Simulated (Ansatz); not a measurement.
## A computed series for hypothetical rock salt SbP: pressure series

Base system: SbP in the rock salt structure (space group Fm-3m, No. 225; a = 5.634 Å; a hypothetical phase, not in the database extracts checked).

Cell and atoms are relaxed at each pressure.

All numbers come from DFT with PBE, PAW potentials and a 420 eV plane-wave cutoff in Ansatz (a program for electronic structure), scalar-relativistic without spin-orbit coupling.

```csv
pressure (GPa),volume per atom (Å³/atom)
-2,23.011
-1,22.674
0,22.355
0.3,22.266
0.7,22.150
1.5,21.930
3,21.536
7.5,?
10,20.067
```

Task: Fit the third-order Birch–Murnaghan form P(V) = (3B₀/2)[(V₀/V)^(7/3) − (V₀/V)^(5/3)]·[1 + (3/4)(B₀′ − 4)((V₀/V)^(2/3) − 1)] (squares taken in P) to the rows shown and predict the withheld row.

Result: Least squares on the printed values gives V₀ = 22.358 Å³/atom, B₀ = 73.9 GPa, B₀′ = 4.1; this predicts 20.535 Å³/atom, and the run gives 20.536 Å³/atom, in agreement.

Load acts through the strain it causes; cell and atoms are relaxed under it. Whether these cells are dynamically stable was not tested. No other phases were tried under pressure. The final runs are not spin-polarised.
